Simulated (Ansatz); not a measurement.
System: cubic perovskite BaHfO₃. Method: Hartree–Fock in Ansatz (plane waves, PAW).

Settings: plane-wave cutoff 460 eV, 6×6×6 k mesh, Fermi–Dirac smearing 0.01 eV, scalar-relativistic PAW data made under PBE.

Cell (relaxed at this level):

BaHfO₃ has the cubic space group Pm-3m (No. 221), the cubic perovskite structure, Pearson symbol cP5. Cell: a = 4.218 Å, b = 4.218 Å, c = 4.218 Å, α = 90.00°, β = 90.00°, γ = 90.00°. Ba on 1a sees 12 O at 2.982 Å (cuboctahedral). Hf on 1b sees 6 O at 2.109 Å (octahedral). O on 3c has 2 Hf at 2.109 Å and 4 Ba at 2.982 Å (octahedral). (Neighbours: up to the widest gap in distance over summed covalent radii, below 1.35, at either atom; cation-cation and far metal-metal contacts left out.)

Question: What does this level give for the bulk modulus B0, band gap, smallest direct gap on the k points sampled and pressure derivative B′ of the bulk modulus?

Answer: 
- bulk modulus B0 = 174 GPa
- band gap = 13.62 eV (on the SCF k mesh)
- smallest direct gap on the k points sampled = 13.89 eV
- pressure derivative B′ of the bulk modulus = 4.2

Spin–orbit coupling is not included.

The computed numbers hold no vibrational or temperature effects.

Computing time: around 25 core-minutes (rough).

Ansatz is a program for electronic structure.
